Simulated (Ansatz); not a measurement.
Results of LDA (plane waves, PAW; Ansatz, a program for electronic structure) for Pt (model structure, started from the simple cubic type, Pm-3m, No. 221, 1 atom in the cell).

Settings: plane-wave cutoff 520 eV, 22×22×22 k mesh, Fermi–Dirac smearing 0.05 eV, scalar-relativistic PAW data made under PBE.

Cell (relaxed at this level):

```cif
data_Pt
_chemical_formula_sum 'Pt1'
_space_group_name_H-M_alt 'P 1'
_space_group_IT_number 1
_cell_length_a 2.56915
_cell_length_b 2.56915
_cell_length_c 2.56915
_cell_angle_alpha 90.000
_cell_angle_beta 90.000
_cell_angle_gamma 90.000
loop_
_space_group_symop_operation_xyz
  'x, y, z'
loop_
_atom_site_label
_atom_site_type_symbol
_atom_site_fract_x
_atom_site_fract_y
_atom_site_fract_z
_atom_site_occupancy
Pt1 Pt 0.00000 0.00000 0.00000 1
```

**Question.** Give the computed bulk modulus B0.

**Answer.** 
* **bulk modulus B0**: 235 GPa

The run finds no gap.

Note: the bulk modulus is −V dP/dV from two relaxed cells at ±2 % in volume; the relaxation could raise the start's symmetry but not lower it, so the cell can be a saddle point.

Spin–orbit coupling is not included.

The computed numbers hold no vibrational or temperature effects.

A model structure was made by putting elements into a prototype or built by hand; it is no filed structure, need not be a known phase, and can be a saddle point held by its symmetry.
